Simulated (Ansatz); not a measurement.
Input and output of a self-consistent single point for TiBr2 (P1, 3 atoms in the cell) (Ansatz, a first-principles code).

Method: PBE (plane waves, PAW; Ansatz).

```xyz
3
Lattice="2.0105 1.1607 6.0952 -2.0105 1.1607 6.0952 0.0000 -2.3215 6.0952" Properties=species:S:1:pos:R:3 pbc="T T T"
Ti    -0.0366    -0.0470    -0.0042
Br     0.0157     0.0209     4.6288
Br     0.0209     0.0262    13.6610
```

Reference input (self-consistent single point, DFT, PBE, plane waves, default PAW files): basis.ecutwfc = 420 eV; kpoints.mp_grid.grid = 7 7 7; hamiltonian.xc = pbe; hamiltonian.pseudopotentials = {kind: paw} (the program's default PAW files); scf.occupations.method = cold; scf.occupations.width = 0.272 eV. This run's input differs from it in these lines:

Ansatz 0.2 input:
```diff
@@ -13,3 +13,3 @@
 kpoints:
-  mp_grid: { grid: [7, 7, 7] }
+  mp_grid: { grid: [5, 5, 5] }
 hamiltonian:
@@ -18,3 +18,3 @@
 scf:
-  occupations: { method: cold, width: 0.272 }
+  occupations: { method: cold, width: 0.1 }
 output:
```

The program printed (abridged):

```
SCF iter   1: F=—  HF=-8068.575147 eV  |F-HF|=—  |Δ(HF+E_count)|=         —  Δρ=1.27e-3  dr2=7.45e-4  ethr=1.77e-3  ⟨swp⟩=5.7  Hψ=5493  notcnv=0
all-band conjugate gradients solve this SCF's bands
preconditioner: auto → LDOS
SCF iter   2: F=—  HF=-8068.576542 eV  |F-HF|=—  |Δ(HF+E_count)|=   1.40e-3  S|Δr|=    0.00e0  Δρ=9.12e-4  dr2=3.34e-4  ethr=2.87e-6  ⟨swp⟩=2.5  Hψ=2795  notcnv=0
   [... lines left out ...]
SCF iter   6: F=—  HF=-8068.576476 eV  |F-HF|=—  |Δ(HF+E_count)|=   4.28e-7  S|Δr|=    0.00e0  Δρ=2.29e-5  dr2=3.89e-7  ethr=1.10e-8  ⟨swp⟩=1.0  Hψ=1071  notcnv=0
SCF iter   7: F=—  HF=-8068.576476 eV  |F-HF|=—  |Δ(HF+E_count)|=   6.13e-9  S|Δr|=    0.00e0  Δρ=1.11e-5  dr2=1.58e-7  ethr=3.85e-10  ⟨swp⟩=5.6  Hψ=4249  notcnv=0
SCF iter   8: F=-8068.576476 eV  HF=-8068.576476 eV  |F-HF|=4.47e-8  |Δ(HF+E_count)|=   1.52e-8  S|Δr|=    0.00e0  Δρ=7.00e-6  dr2=5.49e-8  ethr=3.85e-10  ⟨swp⟩=4.1  Hψ=3490  notcnv=0
SCF 1 converged in 8 iterations: F = -8068.576476 eV  dr2 = 5.49e-8
Stability not checked (fill_not_monotonic)
Free energy (F): -8068.576476 eV
Internal energy: -8068.568395 eV  (E = F + TS)
E sigma→0 (E₀):  -8068.573783 eV
Entropy (-TS):   -0.008081 eV (-2.694 meV/atom)
Fermi energy:    6.577721 eV
--- Forces (eV/Å), atoms counted from 1 ---
  atom   1  Ti     0.18562440     0.24253641     0.02712156
  atom   2  Br    -0.10674380    -0.11233807     0.19137221
  atom   3  Br    -0.07888177    -0.13019939    -0.21849337
--- Stress (GPa, compression-positive) ---
       -6.542098       0.102934       0.075909
        0.102934      -6.498204      -0.046851
        0.075908      -0.046850       0.112806
  P = ⅓ Tr σ = -4.3092 GPa (-43.092 kbar)
  The stress holds the Pulay correction. Without it, at fixed plane waves, as pw.x and ABINIT print it: P = -4.3198 GPa
```

The run converged in 8 iterations. Against the reference run the free energy goes up by 6.9 meV/atom, the pressure goes from -4.18 to -4.31 GPa and the largest force goes from 0.354 to 0.307 eV/Å.

The starting cell was generated: these elements placed on a structure prototype, without a prior relaxation; it need not be a known phase or ordering of this composition. Its atoms were displaced at random from the sites of space group no. 166. Spin polarisation is off, so a magnetic state, if there is one, cannot be reached. With a pressure of about -4 GPa the cell is away from its equilibrium volume at this level. Ansatz's pressure includes its estimate of the finite-basis (Pulay) stress.
